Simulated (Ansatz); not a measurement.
Start from CdGeAs$_{2}$ in the chalcopyrite structure (space group I-42d, No. 122; a = 6.048 Å, c = 11.488 Å). Axes: x, y, z lie along a, b, c of the conventional cell.

Calculations: PBE, PAW, 420 eV (Ansatz, a quantum-chemistry and plane-wave program; without spin-orbit coupling).

Base values:

```
Quantity                           Value
-----------------------------  ---------
Pressure                       -0.01 GPa
Shortest interatomic distance    2.484 Å
```

The change: biaxial strain −0.75 %, plane normal [001], relaxed out of plane (Cartesian); in-plane vectors clamped, the third vector and the atoms free.

Task: Estimate the effect on the out-of-plane strain.

Result: The out-of-plane strain amounts to +0.86 %.

Task: What happens to the pressure?

Result: The pressure (mean of the normal stresses, compression positive) increases by 0.37 GPa, from -0.01 GPa to 0.36 GPa.

Task: What happens to the shortest interatomic distance?

Result: The shortest interatomic distance drops by 0.003 Å, from 2.484 Å to 2.481 Å.

Whether these cells are dynamically stable was not tested.
